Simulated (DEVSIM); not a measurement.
Device: abrupt GaAs p-n junction, at 300 K.

Layer 1 from the left is GaAs, thickness (μm) 18.0, Na (cm⁻³) 3.1e16, τn (s) 1.7e-8, τp (s) 1.7e-8. Layer 2 from the left is GaAs, thickness (μm) 45.0, Nd (cm⁻³) 1.2e14, τn (s) 1.7e-8, τp (s) 1.7e-8.

Left contact: ohmic. Right contact: ohmic. Voltage is applied to the left contact. Recombination: SRH at mid-gap, radiative, Auger. Mobility is constant in doping.

The device is made up for the run: typed textbook-type constants, with dimensions and the other settings drawn at random. Values at 300 K.

GaAs: gap (eV) 1.424, affinity (eV) 4.07, permittivity 12.9, Nc (cm⁻³) 4.7e17, Nv (cm⁻³) 9e18, μn (cm²/Vs) 8500, μp (cm²/Vs) 400, B (cm³/s) 2e-10, Cn (cm⁶/s) 1e-30, Cp (cm⁶/s) 1e-30.

DEVSIM, 1D drift-diffusion, Boltzmann statistics, complete ionisation; no tunnelling, impact ionisation, image-force lowering or self-heating.

Q: What does the simulation give for the dark forward voltage at 1 A/cm², the largest field in the device at zero bias, the potential step across the device at zero bias, the dark forward voltage at 100 A/cm²?

A: dark forward voltage at 1 A/cm² 0.988 V; largest field in the device at zero bias 10000 V/cm; potential step across the device at zero bias 1.064 V; dark forward voltage at 100 A/cm² 1.797 V.
